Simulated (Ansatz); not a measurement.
The starting structures come from a database of crystals and need not be the phases stable at ambient conditions.

## Evanescent states of Ba(MgSb)2 (P-3m1, 5 atoms a cell, 32.7 Å³ an atom) along the normal of (100)

All values below come from r2SCAN (plane waves, PAW; Ansatz, an electronic-structure program).

The gap is the functional's own, uncorrected, and κ follows it; spin-orbit coupling is left out. Mid-gap means the computed energy nearest the middle.

Energies count from the valence-band top; κ is the least over a 6×4 mesh across the current.

| E (eV) | κ (1/Å) | where |
|---|---|---|
| 0.04 | 0.035 | Γ |
| 0.12 | 0.060 | Γ |
| 0.20 | 0.076 | Γ |
| 0.28 | 0.088 | Γ |
| 0.36 | 0.097 | Γ |
| 0.44 | 0.105 | Γ |
| 0.52 | 0.112 | Γ |
| 0.60 | 0.117 | Γ |
| 0.68 | 0.122 | Γ |
| 0.76 | 0.125 | Γ |
| 0.84 | 0.123 | off Γ |
| 0.92 | 0.110 | off Γ |
| 1.00 | 0.095 | off Γ |
| 1.08 | 0.075 | off Γ |
| 1.16 | 0.046 | off Γ |

Problem. How thick must the barrier be to attenuate the transmission by 10^8 when the electrodes' Fermi level lies at 0.12 eV, and what attenuation does that film give at 0.20 eV?

Solution. d = 8 ln 10 / (2 × 0.060) = 153.5 Å. At 0.20 eV it gives 8 × 0.076/0.060 = 10.1 decades.
